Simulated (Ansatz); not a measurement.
## Cu3N: response to strain

Start from Cu$_{3}$N (space group Pm-3m, No. 221; a = 3.765 Å). Axes: x, y, z lie along the cube axes.

Strains are applied to the cell and any free atomic positions relax; under biaxial strain the out-of-plane vector relaxes too.

All numbers come from PBEsol (Ansatz, a first-principles code, PAW, no spin-orbit coupling).

Notes on the quantities. pressure: mean of the normal stresses, compression positive; energy relative to the base: free energy F.

```tsv
variant	pressure	volume per atom	energy relative to the base
base	0.0 GPa	13.34 Å³	0 meV/atom
biaxial strain −2.50 %, plane normal [111], relaxed out of plane	1.8 GPa	13.16 Å³	+5.5 meV/atom
biaxial strain −2.00 %, plane normal [111], relaxed out of plane	1.4 GPa	13.20 Å³	+3.5 meV/atom
biaxial strain −1.50 %, plane normal [111], relaxed out of plane	1.0 GPa	13.24 Å³	+1.9 meV/atom
biaxial strain −1.00 %, plane normal [111], relaxed out of plane	0.7 GPa	13.27 Å³	+0.8 meV/atom
biaxial strain −0.50 %, plane normal [111], relaxed out of plane	0.3 GPa	13.31 Å³	+0.2 meV/atom
```

Stability against distortions was not tested. All final runs are without spin polarisation.
